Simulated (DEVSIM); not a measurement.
System: illuminated GaSb p-on-n cell, one wavelength, at 300 K.

Layer 1 from the left is GaSb, thickness (μm) 0.530, Na (cm⁻³) 8.2e17, τn (s) 2.8e-9, τp (s) 2.5e-8, absorption coefficient (cm⁻¹) 36000. Layer 2 from the left is GaSb, thickness (μm) 0.690, Nd (cm⁻³) 6.5e16, τn (s) 4.8e-8, τp (s) 4.8e-8, absorption coefficient (cm⁻¹) 36000.

Left contact: ohmic, minority electron recombination velocity 40000 cm/s. Right contact: ohmic, minority hole recombination velocity 7000 cm/s. Voltage is applied to the left contact. Recombination: SRH at mid-gap, radiative, Auger. Light enters at the left, 4.8e16 photons cm⁻² s⁻¹, one pass, no reflection. Mobility is μmin + (μ − μmin)/(1 + (N/Nref)^α).

Constants are typed, rounded textbook-type inputs, not results; the design itself was drawn at random and stands for no fabricated device. Values at 300 K.

GaSb: gap (eV) 0.726, affinity (eV) 4.06, permittivity 15.7, Nc (cm⁻³) 2.1e17, Nv (cm⁻³) 1.8e19, μn (cm²/Vs) 5000, μp (cm²/Vs) 850, μn,min 1000, μp,min 190, Nref,n 2.8e17, Nref,p 9e17, αn 1.05, αp 0.65, B (cm³/s) 1e-10, Cn (cm⁶/s) 5e-30, Cp (cm⁶/s) 5e-30.

Model (solved in DEVSIM): 1D drift-diffusion, Boltzmann statistics, complete ionisation; no tunnelling, impact ionisation, image-force lowering or self-heating.

**Question.** What does the simulation give for the dark forward voltage at 1 A/cm², the fill factor?

**Answer.** dark forward voltage at 1 A/cm² 0.422 V; fill factor 0.69.
